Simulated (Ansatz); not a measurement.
# A computed series for ZnGeP2: response to strain

Base system: ZnGeP₂ in the chalcopyrite structure (space group I-42d, No. 122; a = 5.374 Å, c = 10.625 Å). Axes: x, y, z lie along a, b, c of the conventional cell.

Strains are applied to the cell and any free atomic positions relax; under biaxial strain the out-of-plane vector relaxes too.

Calculations: Ansatz (a first-principles code), LDA, PAW, cutoff 420 eV, scalar-relativistic without spin-orbit coupling.

Candidates:
(a) biaxial strain −2.25 %, plane normal [001], relaxed out of plane
(b) biaxial strain −1.50 %, plane normal [001], relaxed out of plane
(c) biaxial strain −0.75 %, plane normal [001], relaxed out of plane

### Question
Order them by out-of-plane strain, lowest first.

### Answer
(c) biaxial strain −0.75 %, plane normal [001], relaxed out of plane (+0.69 %), (b) biaxial strain −1.50 %, plane normal [001], relaxed out of plane (+1.37 %), (a) biaxial strain −2.25 %, plane normal [001], relaxed out of plane (+2.05 %)

No phonon test of stability was made.
